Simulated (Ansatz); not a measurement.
We consider 1T (CdI2-type) MnBr₂, described by LDA (plane waves, PAW; Ansatz, a first-principles code).

Settings: plane-wave cutoff 500 eV, 12×12×6 k mesh (along the axes of the cell as run), Fermi–Dirac smearing 0.05 eV, spin-polarised with parallel moments, scalar-relativistic PAW data made under PBE.

Cell (relaxed at this level):

```yaml
crystal:
  lattice:
    - [3.73922, 0.00000, 0.00000]
    - [-1.86961, 3.23826, 0.00000]
    - [0.00000, 0.00000, 6.07576]
  atoms:
    - { symbol: Mn, position: [0.00000, 0.00000, 0.00000] }
    - { symbol: Br, position: [0.33333, 0.66667, 0.24478] }
    - { symbol: Br, position: [0.66667, 0.33333, 0.75522] }
```

Q: Predict the band gap.

A: 
* **band gap**: 0.80 eV (on the SCF k mesh)

Note: the magnetic order was assumed, not searched for or taken from measurement; the volume lies 6 % below that of the published cell.

Spin–orbit coupling is not included.

Computed values are for the static lattice.
